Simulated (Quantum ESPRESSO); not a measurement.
**What a tighter setting buys: K_POINTS, Li2MnO3 (C2/m, 12 atoms in the cell)**

Cell: a = 4.9287 Å, b = 4.9287 Å, c = 5.0300 Å, α = 99.60°, β = 99.60°, γ = 119.89°.

Level of theory: PBEsol+U, GBRV 1.5 ultrasoft (PBESOL) pseudopotentials (plane waves; Quantum ESPRESSO).

Base settings: ecutwfc = 50 Ry; ecutrho = 400 Ry; occupations = smearing; smearing = fermi-dirac; degauss = 0.0073499 Ry; nspin = 2; K_POINTS = automatic 3 3 3 0 0 0; HUBBARD = ortho-atomic; U Mn-3d 3.9 eV; conv_thr = 1e-10 Ry; mixing_beta = 0.3.

Misses are taken against the tightest run, automatic 5 5 4 0 0 0, which need not be fully converged itself. The energy is the free energy per atom.

The count of work is k-points × plane waves × bands × iterations; it is no time, and leaves out set-up, grids and terms that scale otherwise. Core times come from one kind of shared machine and are given to one figure; runs under 30 s give none.

The starting cell comes from a database of published, mostly measured structures (it also holds non-ambient and calculated ones), without a prior relaxation at this level. The magnetic order is the one reached from the typed start; others were not searched systematically. With U or open f shells several self-consistent states can exist.

The runs (K_POINTS): automatic 1 1 1 0 0 0 | automatic 2 2 2 0 0 0 | automatic 3 3 2 0 0 0 | automatic 3 3 3 0 0 0 | automatic 5 5 4 0 0 0.

Which is the coarsest setting among those run that, with all tighter ones, holds the energy within 1 meV/atom of the reference, and what does it save?

automatic 3 3 2 0 0 0, off by 0.05 meV/atom; it needs 0.26 of the reference's count of work and about 0.3 of the reference's time.

```tsv
K_POINTS	energy less reference (meV/atom)	largest difference in the force on any atom (eV/Å)	count of work / reference	core time / reference (rough)
automatic 1 1 1 0 0 0	22.97	0.720	0.032	0.09
automatic 2 2 2 0 0 0	3.53	0.031	0.19	0.2
automatic 3 3 2 0 0 0	-0.05	0.007	0.26	0.3
automatic 3 3 3 0 0 0	0.03	0.001	0.32	0.3
automatic 5 5 4 0 0 0	0.00	0.000	1.0	1
```
